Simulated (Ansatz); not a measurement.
## Pressure series in ZnSnN2

Take ZnSnN$_{2}$ (space group Pna2_1, No. 33; a = 5.834 Å, b = 6.713 Å, c = 5.467 Å) as the base.

Cell and atoms are relaxed at each pressure.

Level of theory: PBEsol (Ansatz, a first-principles code, PAW, spin-orbit coupling left out).

```
P (GPa)  V (Å³/atom)
-------  -----------
-2.00         13.569
-1.00         13.473
0.29          13.354
0.69          13.319
1.50          13.247
3.00          13.122
5.00          12.964
7.50          12.780
10.00         12.610
```

Problem. Fit a third-order Birch–Murnaghan equation of state.

Solution. Least squares on P(V) = (3B₀/2)[(V₀/V)^(7/3) − (V₀/V)^(5/3)]·[1 + (3/4)(B₀′ − 4)((V₀/V)^(2/3) − 1)] gives V₀ = 13.38 Å³/atom, B₀ = 147 GPa and B₀′ = 4.5.

Between the base and pressure 10 GPa the gap moves from 0.15 eV to 0.28 eV, a mean slope of 13 meV/GPa.

Load acts through the strain it causes; cell and atoms are relaxed under it. Whether these cells are dynamically stable was not tested. No other phases were tried under pressure. A zero or small gap of ZnSnN2 can be the functional's error rather than a property of the material.
